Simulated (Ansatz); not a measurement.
**Pressure series in BaTiO3**

The parent structure is BaTiO3 in the cubic perovskite structure (space group Pm-3m, No. 221; a = 4.019 Å).

Cell and atoms are relaxed at each pressure.

Method: PBE in Ansatz (plane waves to 420 eV, PAW, scalar-relativistic without spin-orbit coupling).

Candidates:
(a) pressure −2 GPa
(b) pressure 0.9 GPa
(c) pressure 30 GPa

For the base:

```
Item        Value
--------  -------
Band gap  1.78 eV
```

### Question
Order them by band gap, lowest first.

### Answer
(a) pressure −2 GPa (1.76 eV), (b) pressure 0.9 GPa (1.80 eV), (c) pressure 30 GPa (2.01 eV)

Load acts through the strain it causes; cell and atoms are relaxed under it. Stability against distortions was not tested. No other phases were tried under pressure. All final runs are without spin polarisation. Many cubic perovskites are stable only at high temperature; tilts and polar distortions were not tested. This is not the structure that BaTiO3 has at room temperature and ambient pressure.

Ansatz is a program for electronic structure.
